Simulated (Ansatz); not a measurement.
Electron-phonon data for LaSe (Fm-3m)

Data:

```yaml
crystal:
  lattice:
    - [0.00000, 3.00980, 3.00980]
    - [3.00980, 0.00000, 3.00980]
    - [3.00980, 3.00980, 0.00000]
  atoms:
    - { symbol: La, position: [0.00000, 0.00000, 0.00000] }
    - { symbol: Se, position: [0.50000, 0.50000, 0.50000] }
```

Level of theory: PBEsol, DFPT electron-phonon coupling, linearised Boltzmann equation (plane waves, PAW, scalar-relativistic; Ansatz, a program for electronic structure). How the cell was made: relaxed with this functional, without spin-orbit coupling.

| Quantity | Value |
|---|---|
| resistivity at 300 K | 17.9 μΩ·cm |
| electron mean free path at 300 K (weighted by the current that each state carries) | 7.1 nm |
| Drude plasma energy | 5.4 eV |
| Hall coefficient at 300 K | -32 ×10⁻¹¹ m³/C |

A metal at this level (no band gap). Only scattering by harmonic phonons is included (no impurities, grain boundaries, electron-electron scattering or thermal expansion). Spin-orbit coupling is left out. Halving the electron mesh (24x24x24) moves the resistivity by up to 5 % at 300 K, the mean free path by up to 5 %. Smearing 0.20 eV; phonons on a 4x4x4 q mesh, which this run doesn't test and which matters most at low temperature.

Formula and space group known from diffraction (Crystallography Open Database), not checked to be the room-temperature form: LaSe (Fm-3m).
